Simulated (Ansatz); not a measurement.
```yaml
crystal:
  lattice:
    - [4.37693, 0.00000, 0.00000]
    - [-2.18846, 3.79053, 0.00000]
    - [0.00000, 0.00000, 6.20016]
  atoms:
    - { symbol: Ba, position: [0.33333, 0.66667, 0.25000] }
    - { symbol: Ba, position: [0.66667, 0.33333, 0.75000] }
    - { symbol: F, position: [0.00000, 0.00000, 0.50000] }
    - { symbol: F, position: [0.00000, 0.00000, 0.00000] }
    - { symbol: F, position: [0.66667, 0.33333, 0.25000] }
    - { symbol: F, position: [0.33333, 0.66667, 0.75000] }
```

A single point on BaF2 with a change (pressure −2 GPa), its geometry relaxed with PBEsol.

Method: PBEsol (Ansatz, a program for electronic structure; PAW; 420 eV plane waves; with spin-orbit coupling). Settings: 9×9×6 k-points, 0.05 eV Fermi–Dirac smearing.

Question: Predict the band gap and gap character.

Answer: The band gap is 6.02 eV and the gap character is direct at Γ.

Single points use the geometry relaxed with PBEsol. Load acts through the strain it causes; cell and atoms are relaxed under it. Whether these cells are dynamically stable was not tested. The cell was made from BaF$_{2}$ (space group P6_3/mmc, No. 194; a cell from a computed database, its experimental status unchecked) by this change: pressure −2 GPa.
